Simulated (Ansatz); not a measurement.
**Habitual settings against a tight run: the (001) slab of BaMg3 (cut from a parent of space group no. 139; 8 atoms in the cell)**

Self-consistent single point.

```
BaMg3
1.0
    5.64887     0.00000     0.00000
    0.00000     5.64887     0.00000
    0.00000     0.00000    21.89670
Ba Mg
2 6
Direct
  0.00000   0.00000   0.63465
  0.50000   0.50000   0.45512
  0.50000   0.50000   0.63465
  0.00000   0.50000   0.36535
  0.50000   0.00000   0.36535
  0.00000   0.00000   0.45512
  0.50000   0.00000   0.54488
  0.00000   0.50000   0.54488
```

Computed with PBEsol, PAW files made with PBE (plane waves; Ansatz, a program for electronic structure).

Base settings: basis.ecutwfc = 420 eV; kpoints.mp_grid.grid = 6 6 1; hamiltonian.xc = pbesol; hamiltonian.pseudopotentials = {kind: paw} (the program's default PAW files); scf.occupations.method = cold; scf.occupations.width = 0.272 eV.

Tight run (finer mesh or higher cutoff; not a proven limit): basis.ecutwfc: 420 eV → 590 eV; kpoints.mp_grid.grid: 6 6 1 → 9 9 1; scf.convergence.dr2_threshold: default (1e-07 eV) → 1e-09 eV. It gave Fermi level (on the code's own zero) 0.16 eV; pressure averaged over the cell with its vacuum -0.71 GPa; largest force (vector length) 0.634 eV/Å.

Quick runs, as changes from the base:
- A: the base itself
- B: basis.ecutwfc: 420 eV → 210 eV; kpoints.mp_grid.grid: 6 6 1 → 2 2 1
- C: basis.ecutwfc: 420 eV → 295 eV; kpoints.mp_grid.grid: 6 6 1 → 8 8 1
- D: basis.ecutwfc: 420 eV → 250 eV; scf.occupations.method: cold → methfessel_paxton; scf.occupations.width: 0.272 eV → 0.2 eV
- E: basis.ecutwfc: 420 eV → 210 eV; kpoints.mp_grid.grid: 6 6 1 → 4 4 1; hamiltonian.xc: pbesol → lda [LDA (PW92)]
- F: basis.ecutwfc: 420 eV → 335 eV; scf.occupations.method: cold → fermi_dirac

Energies are extrapolated to zero smearing width, which holds to low order in the width alone.

Dashes: energy of E, another energy zero.

† marks runs with another functional, U, potentials or spin treatment: their distance from the tight run is not a convergence error alone.

The count of work is k-points × plane waves × bands × iterations; it is no time. 

The starting cell comes from a database of computed structures (which also holds hypothetical and non-ambient phases and stackings), without a prior relaxation at this level. The slab is cut from that crystal, and its faces are unrelaxed. Its lattice was rescaled in the plane by a random factor within 2.5 % of one. The two faces of this cut differ, and no dipole correction was used.

| run | energy less tight (meV/atom) | largest miss in a force vector (eV/Å) | count of work / tight |
|---|---|---|---|
| A | -0.3 | 0.022 | 0.37 |
| B | 1331.3 | 0.255 | 0.043 |
| C | 36.9 | 0.003 | 0.29 |
| D | 266.7 | 0.044 | 0.17 |
| E† | – | 0.229 | 0.078 |
| F | -8.1 | 0.082 | 0.28 |

Among the runs at the tight run's level, the energy misses run from 0.3 to 1331.3 meV/atom.

Keys are those of Ansatz 0.2.
